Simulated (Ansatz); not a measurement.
Symmetric slabs, relaxed from ideal cuts in 1x1 cells, of halides: surface energy (J/m²) by functional, in Ansatz (plane waves, PAW). All structures are PBE's; the other columns are single points with references at the same level. No spin-orbit coupling, Hubbard U or dispersion. HSE06 ran on coarser k-meshes, which may carry part of its shift. The rows are a random draw from the class, without slabs that broke up, higher cuts of a face and adsorbates that left their site.

| system | PBE (J/m²) | HSE06 (J/m²) |
|---|---|---|
| fluorite (110) (cut with Ca + 2 F on top), ideal cut with outer spacing 1.95 Å | 0.59 | 0.64 |
| rutile-type MgF2 (110) (cut with F on top), ideal cut with outer spacing 1.31 Å | 0.57 | ? |
| rutile-type MgF2 (001) (cut with 2 F + Mg on top), ideal cut with outer spacing 1.55 Å | 0.92 | 0.99 |
| rutile-type MgF2 (100) (cut with F on top), ideal cut with outer spacing 0.92 Å | 0.65 | 0.71 |
| fluorite (111) (cut with F on top), ideal cut with outer spacing 0.80 Å | 0.37 | 0.43 |

Problem. Fit a straight line y = a·x + b by least squares to the 4 complete rows (x: PBE (J/m²); y: HSE06 (J/m²)).

Solution. the means are x̄ = 0.6325 and ȳ = 0.6925; Σ(x − x̄)² = 0.15368 and Σ(x − x̄)(y − ȳ) = 0.15698, so a = 1.021 and b = ȳ − a·x̄ = 0.046. The largest residual is 0.009.

Problem. What does the line predict for the withheld row, rutile-type MgF2 (110) (cut with F on top), ideal cut with outer spacing 1.31 Å, and what did the calculation give?

Solution. the line gives 0.63; the calculation gave 0.63, a miss of 0.00, of the size of the fitted rows' scatter and rounding.

Ansatz is a first-principles code.
